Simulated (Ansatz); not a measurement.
ZnSe (F-43m), r2SCAN with spin-orbit coupling, rigid bands run with Ansatz (a first-principles code): Condition of this run: hydrostatic pressure 10 GPa (the target of the relaxation). band gap 2.27 eV, N_c = 1.39e18 cm⁻³ and N_v = 2.22e19 cm⁻³ at 300 K, conductivity masses of 0.150 mₑ (electrons) and 0.584 mₑ (holes). Take k_BT = 0.02585 eV.

Q: Find the intrinsic carrier density and the intrinsic Fermi level.

A: n_i = √(N_c N_v) exp(−E_g/2k_BT) = 5.55e18 × exp(−43.90) = 4.8e-1 cm⁻³. The level lies (k_BT/2) ln(N_v/N_c) = 36 meV from mid-gap (positive towards the conduction band). Each 0.1 eV added to the gap lowers n_i by a factor of 6.9.

Q: What built-in voltage has an abrupt junction with N_A = 1e16 and N_D = 1e17 cm⁻³, all dopants ionised?

A: V_bi = E_g/e − (k_BT/e) ln(N_c N_v/(N_A N_D)) = 2.27 − 0.02585 × 10.34 = 2.00 V. It follows the computed gap one for one.

Q: What thermal injection velocity √(2k_BT/πm) limits a ballistic channel?

A: 1.39e7 cm/s for electrons and 7.04e6 cm/s for holes, a ratio of √(m_h/m_e) = 1.97, for dilute carriers.

Rigid, parabolic bands with the computed gap; masses take one relaxation time for all states.
